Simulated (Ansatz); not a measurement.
## A computed series for PbTe: element substitutions

The parent structure is PbTe in the rock salt structure (space group Fm-3m, No. 225; a = 6.569 Å).

Each row replaces one element on all its sites; cell and atoms are relaxed.

Levels (all Ansatz, a program for electronic structure, PAW, earlier PAW set): PBE (420 eV, spin-orbit coupling left out); r2SCAN (500 eV, no spin-orbit coupling).

The base cell above is that of PBE; each level relaxes its own structures.

```
case     lattice parameter a, PBE  lattice parameter a, r2SCAN
-------  ------------------------  ---------------------------
Te → Ru                   5.508 Å                      5.458 Å
Te → Cd                   6.229 Å                      6.135 Å
Te → Se                   6.217 Å                      6.178 Å
```

PBE lies above r2SCAN in every row, by 0.040 Å to 0.094 Å. They disagree on the order of Te → Se and Te → Cd.

No phonon test of stability was made. As relaxed here, RuPb and CdPb are hypothetical phases, not in the database extracts checked. The final runs are not spin-polarised.
